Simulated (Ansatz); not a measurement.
Cell and atoms of amorphous Si₂₄O₄₇F₂:

```xyz
73
Lattice="10.3291 0.0000 0.0000 0.0000 10.3291 0.0000 0.0000 0.0000 10.3291" Properties=species:S:1:pos:R:3 pbc="T T T"
Si     8.5074     4.3798     2.8003
Si     4.4685     3.0285     9.9892
Si     7.1657     2.9337     0.4516
Si     1.3688     0.5416     9.4707
Si     8.5761     7.0761     9.6182
Si     8.9578     9.6288     8.3905
Si     6.9015     4.4951     5.6130
Si     4.3414     0.0967     9.0193
Si     0.5365     5.3553     9.7381
Si     8.4138    10.0364     5.2578
Si     4.1039     5.9036     5.6314
Si     6.7909    10.1852     0.3628
Si     2.3216     1.7226     1.6448
Si     3.9739     0.4411     6.1084
Si     8.1361     7.2565     2.0629
Si     2.2329     6.1532     4.1681
Si     6.4317     1.7751     4.8024
Si     6.2763     8.9049     3.2229
Si     1.0648     4.2767     2.2775
Si     1.8429     2.4827     7.0588
Si     2.9494     5.0739     8.1582
Si     0.3084     8.3090     3.8063
Si     8.3383     4.4913     8.4567
Si     3.1367     9.6405     3.5018
O      6.6549     1.4339     0.5900
O      0.1649     9.9627     8.8541
O      4.0093     4.2271     9.0126
O      5.4165     9.6262     9.9637
O      3.2013     1.8257     6.4655
O      7.6805     5.7940     9.1930
O      9.5002     7.9017     2.6991
O      5.7430     3.7316     0.4161
O      1.6862     2.8263     2.6462
O      9.9675     4.6008     8.5860
O      3.7498     6.1307     7.2082
O      7.8946     3.1739     9.3163
O      2.9996     9.9441     5.1019
O      6.1982     3.0434     5.7732
O      8.0079    10.1634     9.5915
O      2.9341     4.8782     4.9994
O      4.6569     9.0499     3.2311
O      6.8977     9.7410     1.9507
O     10.0673     4.3132     3.2186
O      3.3657     2.5765     0.7450
O      7.1577     9.1792     4.6077
O      3.0978     0.6286     2.5454
O      2.0053     5.5721     2.6574
O      7.8645     7.8345     0.5426
O     10.0580     6.6885    10.1850
O      4.3904     9.9467     7.4539
O      8.1023     3.1958     1.7620
O      2.0338     4.0617     7.2809
O      7.6902     4.5052     4.1952
O      3.5477     7.1099     4.6144
O      1.7227     8.8476     3.1261
O      4.7012     1.7019     9.0435
O      0.8463     6.9530     4.6093
O      8.7536     8.0139     8.3123
O      7.9845     1.2423     4.8072
O      1.9541     5.8792     9.1518
O      8.5330    10.1321     6.8943
O      7.9083     4.6029     6.8875
O      1.1531     1.0473     0.6892
O      8.3140     5.6751     1.8618
O      2.8127    10.0937     9.5083
O      1.4710     1.8420     8.5002
O      9.8658     9.4333     4.7419
O      0.7483     4.3598     0.6806
O      6.7465     7.3718     2.9090
O      5.3548     0.6920     5.3033
O      5.6977     5.6037     5.5362
F      0.6353     2.2424     6.0536
F      6.0235     2.1635     3.3146
```

These are PBE, scalar-relativistic without spin-orbit coupling (plane waves to 420 eV, PAW; Ansatz, a program for electronic structure) values and carry that method's errors.

Preparation: random packing, a CHGNet melt and quench, and a DFT relaxation. O and F atoms were pushed apart under 1.9 Å during the dynamics, to hinder bonds among them. The hot cell started wider than the set density and was brought back towards it in steps. It is the lowest in DFT energy of 2 quenches. It is a model cell: composition and starting density were chosen by hand, and all elements were melted together. No dispersion term was used. Its density started from a set value of 2.21 and ended at 2.21 g/cm³. The simulated quench (nominally 400 K/ps over its main leg) is rapid and tends to freeze in more defects than a deposited or slowly cooled glass has. A cell of this size samples the disorder only roughly. The volume was held where the preparation left it, at a PBE pressure of 1.3 GPa. Stress components on the final sampling reach 4.6 GPa.

Neighbours within Si-Si 2.60 Å, Si-O 1.90 Å, Si-F 2.02 Å, O-O 1.58 Å, O-F 1.48 Å, F-F 1.37 Å count as bonded. Two cations that share two anions don't count as bonded, nor two that share one unless they lie closer than Si-Si 2.38 Å.

Give the coordination numbers, mean bond lengths and angles.


```
Quantity                                                          Value
---------------------------------  ------------------------------------
Mean coordination of Si by anions                      4.00 (24 with 4)
Mean coordination of O                                 2.00 (47 with 2)
Mean coordination of F                                  1.00 (2 with 1)
Mean Si-O bond                     1.634 Å (spread 0.018 Å, 94 counted)
Mean Si-F bond                      1.590 Å (spread 0.001 Å, 2 counted)
Bond angle at Si                               mean 109.4°, spread 5.9°
Bond angle at O                               mean 137.0°, spread 17.3°
```

List the pairs of like atoms that count as bonded by the rules above.

There are none by these rules.
